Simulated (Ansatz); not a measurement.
Worked example: self-consistent single point of CoAl (P4mm, 2 atoms in the cell) in Ansatz (a program for electronic structure).

Computed with PBEsol, default PAW files made with PBE (plane waves; Ansatz).

The change in words: lattice scaled by 0.98; basis.ecutrho_ratio: default → 16. Reference geometry:
```
CoAl
1.0
    2.85142     0.00000     0.00000
    0.00000     2.85142     0.00000
    0.00000     0.00000     2.85142
Al Co
1 1
Cartesian
  1.42571   1.42571   1.47571
  0.00000   0.00000   0.00000
```

Reference input (self-consistent single point, DFT, PBEsol, plane waves, default PAW files made with PBE): basis.ecutwfc = 420 eV; kpoints.mp_grid.grid = 12 12 12; hamiltonian.xc = pbesol; hamiltonian.pseudopotentials = {kind: paw} (the program's default PAW files); scf.occupations.method = gaussian; scf.occupations.width = 0.1 eV. This run's input differs from it in these lines:

Ansatz 0.2 input:
```diff
@@ -3,5 +3,5 @@
   lattice:
-    - [2.85142000, 0.00000000, 0.00000000]
-    - [0.00000000, 2.85142000, 0.00000000]
-    - [0.00000000, 0.00000000, 2.85142000]
+    - [2.79439200, 0.00000000, 0.00000000]
+    - [0.00000000, 2.79439200, 0.00000000]
+    - [0.00000000, 0.00000000, 2.79439200]
   atoms:
@@ -11,2 +11,3 @@
   ecutwfc: 420.0 eV
+  ecutrho_ratio: 16
 kpoints:
```

Log, with long lists cut:

```
SCF iter   1: F=—  HF=-5618.765837 eV  |F-HF|=—  |Δ(HF+E_count)|=         —  Δρ=2.95e-2  dr2=1.17e-1  ethr=1.77e-3  ⟨swp⟩=4.3  Hψ=12673  notcnv=0
all-band conjugate gradients solve this SCF's bands
preconditioner: auto → none
SCF iter   2: F=—  HF=-5618.754961 eV  |F-HF|=—  |Δ(HF+E_count)|=   1.09e-2  Δρ=1.31e-2  dr2=2.64e-2  ethr=5.83e-4  ⟨swp⟩=2.0  Hψ=4862  notcnv=0  defer=10
SCF iter   3: F=—  HF=-5618.752045 eV  |F-HF|=—  |Δ(HF+E_count)|=   2.92e-3  Δρ=1.77e-3  dr2=4.91e-4  ethr=1.32e-4  ⟨swp⟩=1.0  Hψ=2748  notcnv=0  defer=10
SCF iter   4: F=—  HF=-5618.751999 eV  |F-HF|=—  |Δ(HF+E_count)|=   4.54e-5  Δρ=2.30e-4  dr2=1.89e-6  ethr=2.46e-6  ⟨swp⟩=1.7  Hψ=3056  notcnv=0  defer=10
SCF iter   5: F=—  HF=-5618.752001 eV  |F-HF|=—  |Δ(HF+E_count)|=   1.79e-6  Δρ=1.00e-5  dr2=9.11e-9  ethr=9.47e-9  ⟨swp⟩=2.2  Hψ=4043  notcnv=0  defer=10
SCF iter   6: F=-5618.752001 eV  HF=-5618.752001 eV  |F-HF|=2.32e-10  |Δ(HF+E_count)|=  3.83e-10  Δρ=1.70e-6  dr2=4.92e-10  ethr=4.56e-11  ⟨swp⟩=2.2  Hψ=9479  notcnv=0
SCF 1 converged in 6 iterations: F = -5618.752001 eV  dr2 = 4.92e-10
Free energy (F): -5618.752001 eV
Internal energy: -5618.747955 eV  (E = F + TS)
E sigma→0 (E₀):  -5618.749978 eV
Entropy (-TS):   -0.004046 eV (-2.023 meV/atom)
Fermi energy:    15.408327 eV
--- Forces (eV/Å), atoms counted from 1 ---
  atom   1  Al     0.00000000     0.00000000    -0.42781501
  atom   2  Co    -0.00000000     0.00000000     0.42781450
--- Stress (GPa, compression-positive) ---
        6.515833       0.000000       0.000000
        0.000000       6.515833       0.000000
        0.000000       0.000000       6.332131
  P = ⅓ Tr σ = 6.4546 GPa (64.546 kbar)
  The stress holds the Pulay correction. Without it, at fixed plane waves, as pw.x and ABINIT print it: P = 6.3296 GPa
```

The run converged in 6 iterations. Against the reference run the free energy rises by 1.1 meV/atom, the pressure goes from -5.32 to 6.45 GPa and the largest force goes from 0.352 to 0.428 eV/Å.

The starting cell has typed, rounded lattice constants, without a prior relaxation at this level. Its lattice was rescaled by up to half a per cent. One atom was moved a little off its site on purpose. For this run, on top of that: lattice scaled by 0.98. Spin polarisation is off. Ansatz's pressure includes its estimate of the finite-basis (Pulay) stress.
